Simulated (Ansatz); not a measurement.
## A computed series for AlN: response to strain

The reference is AlN in the zinc blende structure (space group F-43m, No. 216; a = 4.3777 Å). Axes: x, y, z lie along the cube axes.

Strains are applied to the cell and any free atomic positions relax; under biaxial strain the out-of-plane vector relaxes too.

Method: PBEsol (Ansatz, an electronic-structure program), without spin-orbit coupling.

Notes on the quantities. in-plane stress: mean in-plane stress (compression positive); energy relative to the base: free energy F.

```csv
variant,volume per atom,in-plane stress,energy relative to the base,smallest direct gap
base,10.49 Å³,–,0 meV/atom,4.06 eV
"biaxial strain −2.50 %, plane normal [111], relaxed out of plane",10.06 Å³,+13.4 GPa,+21 meV/atom,4.27 eV
"biaxial strain −2.08 %, plane normal [111], relaxed out of plane",10.13 Å³,+11.0 GPa,+14 meV/atom,4.24 eV
"biaxial strain −1.67 %, plane normal [111], relaxed out of plane",10.20 Å³,+8.7 GPa,+9.2 meV/atom,4.21 eV
"biaxial strain −1.25 %, plane normal [111], relaxed out of plane",10.27 Å³,+6.4 GPa,+5.1 meV/atom,4.18 eV
"biaxial strain −0.42 %, plane normal [111], relaxed out of plane",10.42 Å³,+2.1 GPa,+0.6 meV/atom,4.10 eV
"biaxial strain +0.83 %, plane normal [111], relaxed out of plane",10.63 Å³,-3.9 GPa,+2.1 meV/atom,3.88 eV
"biaxial strain +1.25 %, plane normal [111], relaxed out of plane",10.70 Å³,-5.8 GPa,+4.9 meV/atom,3.78 eV
"biaxial strain +1.67 %, plane normal [111], relaxed out of plane",10.77 Å³,-7.7 GPa,+8.6 meV/atom,3.69 eV
"biaxial strain +2.50 %, plane normal [111], relaxed out of plane",10.92 Å³,-11.1 GPa,+19 meV/atom,3.51 eV
```

Stability against distortions was not tested. This is not the structure that AlN has at room temperature and ambient pressure.
